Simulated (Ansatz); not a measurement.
**N on the Si site + N interstitial started as a split pair with N (silicon host)**

These are PBE, PAW (plane waves to 420 eV; Ansatz, a quantum-chemistry and plane-wave program) values and carry that method's errors. The supercell holds 64 host sites (2×2×2 repeats of the unit cell), with a 2×2×2 shifted k-point sampling for the final energies. Sites at the start: the Si site; sharing that site along <100>. Finite-size correction: monopole term and site-potential alignment. Dielectric constants: PBE linear response of the host. Host gap at this level: 0.61 eV. A cell of this size leaves errors of a few tenths of an eV. PBE underestimates the host's gap, which shifts levels and can delocalise carriers. Spin–orbit coupling is left out. Each state is the lowest found from its start.

Formation energies E_f are given with the Fermi level at the valence-band maximum. Chemical conditions: impurity bounded by its compound with the host (Δμ(Si) = 0.00 eV, Δμ(N) = -1.86 eV, bounded by beta Si3N4; only phases computed here count, gases as isolated molecules at 0 K). Reference phases: N: N2 molecule in a box, Si: silicon.

```json
[
 {"charge": "+1†", "moment (μB)": "quenched", "point group": "–", "largest move off a lattice site (Å)": "0.73", "image correction with alignment (eV)": "0.06", "E_f, impurity bounded by its compound with the host (eV)": "–"},
 {"charge": "0", "moment (μB)": "not spin-polarised", "point group": "D2d", "largest move off a lattice site (Å)": "0.73", "image correction with alignment (eV)": "0.00", "E_f, impurity bounded by its compound with the host (eV)": "5.13"},
 {"charge": "−1†", "moment (μB)": "fractional", "point group": "–", "largest move off a lattice site (Å)": "0.73", "image correction with alignment (eV)": "0.13", "E_f, impurity bounded by its compound with the host (eV)": "–"}
]
```

† Not settled in this cell, so no level is given: charge +1: a level filled in part, carriers not clearly localised, level within 0.1 eV of a band edge or past it; charge −1: fractional moment, carriers not clearly localised, level within 0.1 eV of a band edge or past it.

Point groups are those of the whole cell at tolerances of 0.03 and 0.1 Å ("near" where only the looser one holds); none is given for unsettled states.

Starting moments that weren't kept: charge +1 began with 1 μB and ended with 0.0.

Flagged in the runs: a strain field that reaches the edge of the cell.
